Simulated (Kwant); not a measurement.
System: wire with a side stub in a ZnO two-dimensional gas. Effective mass 0.3 mₑ, grid spacing 10 nm, hard walls, nominal width 200 nm (19 grid rows, so walls 200 nm apart), one parabolic valley, scattering region 600 nm long along x; energies count from the band bottom; Fermi energy swept from 2.5069e-05 to 0.00029769 eV. Closed stub on one side, 190 nm wide and 390 nm deep.

The device is made up for the run: typed textbook-type constants, with dimensions and the other settings drawn at random.

Computed with Kwant: effective-mass tight-binding model on a square grid, one spin, coherent transport at 0 K. Conductance is in e²/h.

Q: How many channels do the leads carry at E = 0.227 meV?

A: The hard-wall thresholds are n² ħ²π²/(2mW²) = n² × 0.0313 meV with W = 200 nm. √(0.227/0.0313) = 2.69, so 2.
